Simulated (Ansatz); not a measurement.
Zinc-blende NaI (model structure) was calculated with LDA (PAW; Ansatz, a quantum-chemistry and plane-wave program).

Settings: plane-wave cutoff 500 eV, 8×8×8 k mesh, gaussian smearing 0.02 eV, scalar-relativistic PAW data made under PBE.

Cell (relaxed at this level):

```cif
data_INa
_chemical_formula_sum 'Na1 I1'
_space_group_name_H-M_alt 'P 1'
_space_group_IT_number 1
_cell_length_a 4.87203
_cell_length_b 4.87203
_cell_length_c 4.87203
_cell_angle_alpha 60.000
_cell_angle_beta 60.000
_cell_angle_gamma 60.000
loop_
_space_group_symop_operation_xyz
  'x, y, z'
loop_
_atom_site_label
_atom_site_type_symbol
_atom_site_fract_x
_atom_site_fract_y
_atom_site_fract_z
_atom_site_occupancy
Na1 Na 0.00000 0.00000 0.00000 1
I1 I 0.25000 0.25000 0.25000 1
```

Question: Give the computed band gap.

Answer: 
- band gap: 3.63 eV (on the SCF k mesh)

Note: the relaxation could raise the start's symmetry but not lower it, so the cell can be a saddle point.

Spin–orbit coupling is not included; with these elements it can move the gap by several tenths of an eV or more.

The computed numbers hold no vibrational or temperature effects.

Computing time: around 23 core-seconds (rough).

A model structure was made by putting elements into a prototype or built by hand; it is no filed structure, need not be a known phase, and can be a saddle point held by its symmetry.
